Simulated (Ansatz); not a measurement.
The reference is MoSi2 (space group I4/mmm, No. 139; a = 3.174 Å, c = 7.779 Å; relaxed with 0.1 eV smearing).

Method: plane-wave PAW DFT at the LDA level (Ansatz, an electronic-structure program, 420 eV), spin-orbit coupling left out.

For the base:

```
Property   Result
--------  -------
Pressure  0.0 GPa
Band gap     zero
```

Modification: every lattice vector is stretched by 0.50 %; the atoms relax in the strained cell.

### Question
What happens to the pressure?

### Answer
The pressure (mean of the normal stresses, compression positive) goes from zero to -3.3 GPa.

### Question
How does this affect the band gap?

### Answer
The band gap remains zero.

### Question
Estimate the effect on the energy relative to the base.

### Answer
The energy grows by 2.0 meV/atom.

Stability against distortions was not tested. The final runs are not spin-polarised.
